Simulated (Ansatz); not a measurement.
Data:

```yaml
crystal:
  lattice:
    - [0.00000, 2.54222, 2.54222]
    - [2.54222, 0.00000, 2.54222]
    - [2.54222, 2.54222, 0.00000]
  atoms:
    - { symbol: Mg, position: [0.00000, 0.00000, 0.00000] }
    - { symbol: S, position: [0.50000, 0.50000, 0.50000] }
```

Calculation: PBEsol, rigid bands (plane waves, PAW, scalar-relativistic; Ansatz, an electronic-structure program). Condition of this run: hydrostatic pressure 5 GPa (the target of the relaxation). How the cell was made: cell and atoms relaxed with PBEsol, then loaded as said.

Task: What conductivity effective mass do dilute holes have at 300 K?

Result: 0.95 mₑ.

Task: What conductivity effective mass do dilute electrons have at 300 K?

Result: 0.36 mₑ.

Task: And the band gap?

Result: 2.84 eV at this level; semilocal functionals usually fall short of the measured gap.

Rigid bands, one relaxation time for all states, no polarons. Spin-orbit coupling is left out; where it splits the top of the valence band it changes the hole mass and lowers the gap by about a third of the splitting.
